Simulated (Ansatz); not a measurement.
The starting structures come from a database of crystals and need not be the phases stable at ambient conditions.

 Where the default PAW files enter, the runs use the earlier of Ansatz's two default sets.

Tunnelling through a barrier is set by its complex band structure: the current falls as exp(−2κd) with the smallest κ.

Data:

```
Li2SrTa2O7
1.0
    5.57299     0.00000     0.00000
    2.78650     9.02968     0.00000
    2.78650     0.00000     2.78650
Li Sr Ta O
2 1 2 7
Direct
  0.75000   0.50000   0.50000
  0.25000   0.50000   0.50000
  0.00000   0.00000   0.00000
  0.61607   0.76786   0.00000
  0.38393   0.23214   0.00000
  0.50000   0.00000   0.00000
  0.10532   0.78936   0.50000
  0.89468   0.21064   0.50000
  0.60532   0.78936   0.50000
  0.39468   0.21064   0.50000
  0.28041   0.43918   0.00000
  0.71959   0.56082   0.00000
```

Space group of this cell: I4/mmm. The cell is taken as given.

Transport runs along the normal of the first two printed cell vectors, the (110) plane of the conventional cell.

The gap is the functional's own. No spin-orbit coupling. Mid-gap values are interpolated on the energy grid.

**Question.** Compute, with Ansatz (a quantum-chemistry and plane-wave program) with PBEsol, the band gap and the smallest decay constant κ at mid-gap.

**Answer.** Gap 2.20 eV on a 12×12×12 mesh; κ = 0.227 1/Å, at the zone centre.
